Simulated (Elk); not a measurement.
Input and output of a self-consistent single point for Be5Co (F-43m, 6 atoms in the cell) (Elk).

Level of theory: Elk with LDA (PW92), all-electron FP-LAPW, Elk's shipped species files, APW+lo basis with extra local orbitals.

The change in words: lattice scaled by 0.98. Reference geometry:
```
Be5Co
1.0
    0.00000     2.88393     2.88393
    2.88393     0.00000     2.88393
    2.88393     2.88393     0.00000
Be Co
5 1
Direct
  0.25000   0.25000   0.25000
  0.62557   0.62557   0.12329
  0.62557   0.12329   0.62557
  0.62557   0.62557   0.62557
  0.12329   0.62557   0.62557
  0.00000   0.00000   0.00000
```

Reference input (self-consistent single point, DFT, LDA (PW92), all-electron FP-LAPW, Elk's shipped species files, APW+lo basis with extra local orbitals): rgkmax = 7.5; swidth = 0.00367493 Ha; ngridk = 8 8 8; gmaxvr = 16 1/bohr; nxlo = 2; lorbcnd = true; lmaxi = 3; maxscl = 100. This run's input differs from it in these lines:

```diff
@@ -25,5 +25,5 @@
 avec
-    0.0000000000    5.4498284140    5.4498284140
-    5.4498284140    0.0000000000    5.4498284140
-    5.4498284140    5.4498284140    0.0000000000
+    0.0000000000    5.3408309008    5.3408309008
+    5.3408309008    0.0000000000    5.3408309008
+    5.3408309008    5.3408309008    0.0000000000
```

Output, abridged:

```
│ Self-consistent loop started │
│ Loop number : 1 │
 total energy                :     -1454.73465502
│ Loop number : 2 │
 total energy                :     -1456.01404782
RMS change in Kohn-Sham potential (target) :   0.1647065732     (  0.1000000000E-05)
Absolute change in total energy (target)   :    1.279392804     (  0.1000000000E-03)
│ Loop number : 3 │
 total energy                :     -1458.76863246
RMS change in Kohn-Sham potential (target) :   0.1169673570     (  0.1000000000E-05)
Absolute change in total energy (target)   :    3.074432843     (  0.1000000000E-03)
│ Loop number : 4 │
   [... lines left out ...]
Absolute change in total energy (target)   :   0.3461801680E-04 (  0.1000000000E-03)
│ Loop number : 14 │
 total energy                :     -1464.22512705
RMS change in Kohn-Sham potential (target) :   0.1034842091E-05 (  0.1000000000E-05)
Absolute change in total energy (target)   :   0.1382514945E-03 (  0.1000000000E-03)
│ Loop number : 15 │
 total energy                :     -1464.22516117
RMS change in Kohn-Sham potential (target) :   0.5002055719E-06 (  0.1000000000E-05)
Absolute change in total energy (target)   :   0.6867779621E-04 (  0.1000000000E-03)
Convergence targets achieved

│ Loop number : 16 │

Energies :
 Fermi                       :     0.276154410725
 total energy                :     -1464.22518538

Density of states at Fermi energy :    65.01642974
 (states/Hartree/unit cell)

Estimated indirect band gap :   0.1433698533E-02
 from k-point     10 to k-point     39
Estimated direct band gap   :   0.1452659794E-01
 at k-point     15

Charges :
 core                        :    22.00000000
 valence                     :    25.00000000
 interstitial                :    5.256328864
 muffin-tins (core leakage)
  species :    1 (Be)
   atom    1                 :    2.821853757     (  0.1251439276E-02)
   atom    2                 :    3.076820824     (  0.1342258708E-02)
   atom    3                 :    3.076820824     (  0.1342258708E-02)
   atom    4                 :    3.076820824     (  0.1342258708E-02)
   atom    5                 :    3.076820824     (  0.1342258708E-02)
  species :    2 (Co)
   atom    1                 :    26.61453409     (  0.5229642429E-03)
 total in muffin-tins        :    41.74367114
 total calculated charge     :    46.98634538
 total charge                :    47.00000000
 error                       :   0.1365461628E-01

│ Self-consistent loop stopped │
```

The run converged in 16 iterations. The count includes the last loop, which Elk runs after its targets are met. Against the reference run the free energy goes down by 7.9 meV/atom.

The starting cell comes from a database of computed structures (which also holds hypothetical and non-ambient phases and stackings), without a prior relaxation at this level. For this run, on top of that: lattice scaled by 0.98. Spin polarisation is off. Values depend on the basis (sphere radii, cutoffs, local orbitals), which need not be converged. The log's line on a gap gives a spacing of levels on this mesh, which the program prints for metals too.

Cost on one core of a shared machine: roughly 5 min.
